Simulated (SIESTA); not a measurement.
SIESTA run on AlFe (Pm-3m, 2 atoms in the cell): self-consistent single point.

Level of theory: GGA PBEsol, numerical atomic orbitals DZP, PseudoDojo PBEsol standard norm-conserving potentials (rewritten from UPF to PSML) (SIESTA).

```
AlFe
1.0
    2.87795     0.00000     0.00000
    0.00000     2.87795     0.00000
    0.00000     0.00000     2.87795
Al Fe
1 1
Direct
  0.00000   0.00000   0.00000
  0.50000   0.50000   0.50000
```
Moments meant for the start (each program seeds them in its own way; μB, in the order of the atoms Al Fe): 0.0 4.0.

Reference input (self-consistent single point, DFT, GGA PBEsol, numerical atomic orbitals DZP, PseudoDojo PBEsol standard norm-conserving potentials (rewritten from UPF to PSML)): XC.functional = GGA; XC.authors = PBEsol; potentials = PseudoDojo PBEsol standard; PAO.BasisSize = DZP; PAO.EnergyShift = 0.01 Ry; MeshCutoff = 400 Ry; kgrid.MonkhorstPack = 8 8 8; OccupationFunction = FD; ElectronicTemperature = 50 meV; Spin = polarized; DM.InitSpin = [1 +0.00, 2 +4.00]; MaxSCFIterations = 150. This run's input differs from it in these lines:

```diff
@@ -28,5 +28,5 @@
 %block kgrid.MonkhorstPack
-    8   0   0  0.0
-    0   8   0  0.0
-    0   0   8  0.0
+    9   0   0  0.0
+    0   9   0  0.0
+    0   0   9  0.0
 %endblock kgrid.MonkhorstPack
```

Log, with long lists cut:

```
        iscf     Eharris(eV)        E_KS(eV)     FreeEng(eV)     dDmax    Ef(eV) dHmax(eV)
   scf:    1    -3425.446830    -3459.568281    -3459.583363  0.697754 -3.032271 21.246979
     spin moment: {S} , |S| = {        0.0        0.0    2.48534 }     2.48534
   scf:    2    -3472.405710    -3466.934483    -3466.953640  0.067685 -4.004137 11.279589
     spin moment: {S} , |S| = {        0.0        0.0    2.47985 }     2.47985
   scf:    3    -3470.127092    -3469.691575    -3469.718291  0.092173 -5.199966  0.966361
     spin moment: {S} , |S| = {        0.0        0.0    2.23211 }     2.23211
   [... lines left out ...]
     spin moment: {S} , |S| = {        0.0        0.0    0.66909 }     0.66909
   scf:   26    -3470.095474    -3470.095499    -3470.113497  0.000439 -5.918840  0.004085
     spin moment: {S} , |S| = {        0.0        0.0    0.67197 }     0.67197
   scf:   27    -3470.095566    -3470.095531    -3470.113500  0.000363 -5.921062  0.000186
     spin moment: {S} , |S| = {        0.0        0.0    0.66949 }     0.66949
   scf:   28    -3470.095532    -3470.095531    -3470.113500  0.000005 -5.921069  0.000160
     spin moment: {S} , |S| = {        0.0        0.0    0.66949 }     0.66949
SCF Convergence by DM+H criterion
max |DM_out - DM_in|         :     0.0000045766
max |H_out - H_in|      (eV) :     0.0001602890
SCF cycle converged after 28 iterations

Using DM_out to compute the final energy and forces

siesta: E_KS(eV) =            -3470.0955

siesta: E_KS - E_eggbox =     -3470.0955

siesta: Atomic forces (eV/Ang):
     1    0.000000    0.000000    0.000000
     2   -0.000000    0.000000   -0.000000
   Tot    0.000000    0.000000    0.000000
   Max    0.000000
   Res    0.000000    sqrt( Sum f_i^2 / 3N )
   Max    0.000000    constrained

Stress tensor Voigt[x,y,z,yz,xz,xy] (kbar):       66.40       66.40       66.40       -0.00       -0.00        0.00
(Free)E + p*V (eV/cell)    -3471.1014
Target enthalpy (eV/cell)    -3470.1135

siesta: Program's energy decomposition (eV):
siesta: FreeEng =     -3470.113500

   [... lines left out ...]
siesta: Cell volume =         23.836873 Ang**3
siesta:         -66.40117317        -66.40117317  kBar
   [... lines left out ...]
   2  7.231   0.922  -0.094   0.080   0.999   0.999   0.999   0.136   0.136
              0.136   0.642   0.642   0.626   0.642   0.626  -0.040  -0.040

             -0.070  -0.040  -0.070

mulliken: Qtot =        9.165

Mulliken Atomic Populations:
Atom #   charge [q] valence [e]      Sz [e]  Species
     1    -0.760260    3.760260   -0.108400  Al
     2     0.760260   15.239740    0.777886  Fe
 Total    -0.000000                0.669486
```

The run converged in 28 iterations. Against the reference run the free energy falls by 2.7 meV/atom, the pressure goes from -6.37 to -6.64 GPa and the size of the net moment goes from 0.38 to 0.33 μB/atom.

The starting cell comes from a database of computed structures (which also holds hypothetical and non-ambient phases and stackings), without a prior relaxation at this level. Its lattice was rescaled by a random factor within 2.5 % of one. The moments shrank to a small part of their start, a low-spin state that need not be the lowest. Values carry the incompleteness of an atom-centred basis. With a pressure of about -7 GPa the cell is away from its equilibrium volume at this level.

Cost on one core of a shared machine: roughly 2 min.
